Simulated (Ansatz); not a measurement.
# What biaxial strain +2.46 %, plane normal [110], relaxed out of plane does to TiN

Consider TiN in the rock salt structure (space group Fm-3m, No. 225; a = 4.204 Å; relaxed with 0.1 eV smearing). Axes: x, y, z lie along the cube axes.

Modification: biaxial strain +2.46 %, plane normal [110], relaxed out of plane (Cartesian); in-plane vectors clamped, the third vector and the atoms free.

All numbers come from Ansatz (a program for electronic structure), PBEsol, PAW, cutoff 420 eV, no SOC, earlier PAW set. Settings: 24×24×24 k-points, 0.1 eV Fermi–Dirac smearing.

- Volume per atom: 9.61 Å³ (base 9.29 Å³)
- Space group: Immm (No. 71) (base Fm-3m (No. 225))
- Shortest interatomic distance: 2.114 Å (base 2.102 Å)
- Energy relative to the base (free energy F): +21 meV/atom
- Pressure (mean of the normal stresses, compression positive): -9.3 GPa (base 0.0 GPa)
- Band gap: zero (base zero)
- Out-of-plane strain: -1.42 %
- Ratio −ε⊥/ε∥: 0.58
- Mean in-plane stress (compression positive): -14.0 GPa

A biaxial case was relaxed in a doubled cell and then solved in the primitive one. Whether these cells are dynamically stable was not tested. All final runs are without spin polarisation. An odd electron count without spin: TiN.
